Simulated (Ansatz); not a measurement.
The parent structure is AlN in the wurtzite structure (space group P6_3mc, No. 186; a = 3.107 Å, c = 4.978 Å). Axes: x lies along a and z along c of the hexagonal cell.

All numbers come from r2SCAN, PAW, 500 eV (Ansatz, a first-principles code; scalar-relativistic without spin-orbit coupling).

Strains are applied to the cell and any free atomic positions relax.

One change was made to it. Results:

```tsv
quantity	base	after
electron mass	–	0.31 mₑ (at Γ)
valence-band top at Γ (three highest levels, from the VBM)	0.00, -0.22, -0.22 eV	0.00, -0.38, -0.38 eV
pressure (mean of the normal stresses, compression positive)	0.01 GPa	3.33 GPa
band gap	4.88 eV	4.93 eV
```

What was done to the base?
(A) strain tensor (xx, yy, zz, yz, xz, xy) = (+0.91, +0.49, +1.36, +0.19, +0.29, +0.04) %
(B) uniaxial strain ε_zz = −1.63 %
(C) isotropic strain −4.41 %
(D) uniaxial strain ε_zz = −4.66 %

B, uniaxial strain ε_zz = −1.63 %. For comparison, the band gap in the other runs: isotropic strain −4.41 % gives 5.78 eV; strain tensor (xx, yy, zz, yz, xz, xy) = (+0.91, +0.49, +1.36, +0.19, +0.29, +0.04) % gives 4.66 eV; uniaxial strain ε_zz = −4.66 % gives 5.00 eV.

Effective masses come from finite differences of ±0.01 Å⁻¹. Whether these cells are dynamically stable was not tested.
